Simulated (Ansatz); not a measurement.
Input:

```
CELL_PARAMETERS angstrom
      0.00000     2.73478     2.73478
      2.73478     0.00000     2.73478
      2.73478     2.73478     0.00000
ATOMIC_POSITIONS crystal
  Ga 0.00000 0.00000 0.00000
  P  0.25000 0.25000 0.25000
```

All values below come from r2SCAN with spin-orbit coupling, rigid bands (plane waves, PAW; Ansatz, a program for electronic structure). Condition of this run: hydrostatic pressure of -1.4 GPa (compression positive) (the target of the relaxation). Cell: cell and atoms relaxed with PBEsol, then loaded as said.

Question: What conductivity effective mass do dilute electrons have at 300 K?

Answer: 0.34 mₑ.

Question: Predict the hole conductivity mass (n e² τ/σ) at 300 K, by direction if it differs.

Answer: 0.48 mₑ.

Question: And the band gap?

Answer: 1.84 eV at this level; semilocal functionals usually fall short of the measured gap.

Rigid bands, one relaxation time for all states, no polarons. Geometry: cell and atoms relaxed with PBEsol.
